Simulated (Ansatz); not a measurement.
A relaxation of the atoms of SiSbPt5 (P4mm, 7 atoms in the cell) with Ansatz (a first-principles code).

Method of the run: LDA (PW92), default PAW files made with PBE (plane waves; Ansatz).

The change in words: one atom moved by 0.15 angstrom; relax: default → atoms; relax.f_tol: default → 0.001 eV/Å. Reference geometry:
```yaml
crystal:
  lattice:
    - [3.91277, 0.00000, 0.00000]
    - [0.00000, 3.91277, 0.00000]
    - [0.00000, 0.00000, 7.48421]
  atoms:
    - { symbol: Si, position: [0.50000, 0.50000, 0.00000] }
    - { symbol: Sb, position: [0.00000, 0.00000, 0.50000] }
    - { symbol: Pt, position: [0.00000, 0.00000, 0.00000] }
    - { symbol: Pt, position: [0.50000, 0.00000, 0.74882] }
    - { symbol: Pt, position: [0.50000, 0.00000, 0.25118] }
    - { symbol: Pt, position: [0.00000, 0.50000, 0.74882] }
    - { symbol: Pt, position: [0.00000, 0.50000, 0.25118] }
```

Reference input (self-consistent single point, DFT, LDA (PW92), plane waves, default PAW files made with PBE): basis.ecutwfc = 420 eV; kpoints.mp_grid.grid = 9 9 5; hamiltonian.xc = lda; hamiltonian.pseudopotentials = {kind: paw} (the program's default PAW files); scf.occupations.method = gaussian; scf.occupations.width = 0.1 eV. This run's input differs from it in these lines:

```diff
@@ -7,3 +7,3 @@
   atoms:
-    - { symbol: Si, position_ang: [1.956384, 1.956384, 0.000000] }
+    - { symbol: Si, position_ang: [1.956384, 1.956384, 0.149999] }
     - { symbol: Sb, position_ang: [0.000000, 0.000000, 3.742106] }
@@ -23,2 +23,4 @@
   occupations: { method: gaussian, width: 0.1 }
+relax:
+  f_tol: 0.001
 output:
```

Log, with long lists cut:

```
   [... SCF lines of the steps left out ...]
relax step   1: F+E_penalty+E_count = -68171.37040159 eV  Δ(F+E_penalty+E_count) = +0.000e0 eV  max|allowed force component| = 3.378e-1 eV/Å  Δτ_max = 0.0000 Å  (8 SCF iters, dr2 threshold 1.00e-7 eV, accepted)
relax step   2: F+E_penalty+E_count = -68171.37556672 eV  Δ(F+E_penalty+E_count) = -5.165e-3 eV  max|allowed force component| = 4.851e-1 eV/Å  Δτ_max = 0.0365 Å  (4 SCF iters, dr2 threshold 7.13e-6 eV, accepted)
relax step   3: F+E_penalty+E_count = -68171.38727508 eV  Δ(F+E_penalty+E_count) = -1.171e-2 eV  max|allowed force component| = 1.615e-1 eV/Å  Δτ_max = 0.0206 Å  (4 SCF iters, dr2 threshold 1.47e-5 eV, accepted)
relax step   4: F+E_penalty+E_count = -68171.39603396 eV  Δ(F+E_penalty+E_count) = -8.759e-3 eV  max|allowed force component| = 2.448e-2 eV/Å  Δτ_max = 0.0778 Å  (5 SCF iters, dr2 threshold 2.89e-6 eV, accepted)
relax step   5: F+E_penalty+E_count = -68171.39617318 eV  Δ(F+E_penalty+E_count) = -1.392e-4 eV  max|allowed force component| = 1.699e-3 eV/Å  Δτ_max = 0.0034 Å  (5 SCF iters, dr2 threshold 3.75e-8 eV, accepted)
relax step   6: F+E_penalty+E_count = -68171.39617381 eV  Δ(F+E_penalty+E_count) = -6.264e-7 eV  max|allowed force component| = 3.179e-5 eV/Å  Δτ_max = 0.0002 Å  (4 SCF iters, accepted)
the relaxation is at rest under the 8 symmetry operations that the run kept from its start: a minimum is not shown …
Stability not checked: this state was not tested for a lower state beside it, because too few of the mixer's solves of this state at the end of the SCF gave a …
Free energy (F): -68171.396174 eV
Internal energy: -68171.376418 eV  (E = F + TS)
E sigma→0 (E₀):  -68171.386296 eV
Entropy (-TS):   -0.019756 eV (-2.822 meV/atom)
Fermi energy:    19.526258 eV
--- Forces (eV/Å), atoms counted from 1 ---
  atom   1  Si    -0.00000000     0.00000000    -0.00000008
   [... lines left out ...]
    - { symbol: Pt, position: [9.448803663034704e-36, 0.0, 0.002862905636063518] }
    - { symbol: Pt, position: [0.5, 0.0, 0.7527884411771095] }
    - { symbol: Pt, position: [0.5, 0.0, 0.2529379271513569] }
    - { symbol: Pt, position: [-3.821065987133475e-35, 0.5, 0.7527884411771095] }
    - { symbol: Pt, position: [1.1011015024473946e-35, 0.5, 0.2529379271513569] }
```

The run converged. 

Summary of the result:
| Property | Value |
|---|---|
| Free energy E − TS (on the zero of these files) | -68171.3962 eV |
| Fermi level (on the code's own zero) | 19.53 eV |
| Pressure | -3.54 GPa |
| Relaxation steps | 6 |

The starting cell comes from a database of computed structures (which also holds hypothetical and non-ambient phases and stackings), without a prior relaxation at this level. Its lattice was rescaled by up to half a per cent. For this run, on top of that: one atom moved by 0.15 angstrom. Spin polarisation is off. The relaxation keeps the symmetry of its start, so its end need not be a minimum. Ansatz's pressure includes its estimate of the finite-basis (Pulay) stress.

Cost on one core of a shared machine: roughly 3 min.

Keys are those of Ansatz 0.2.
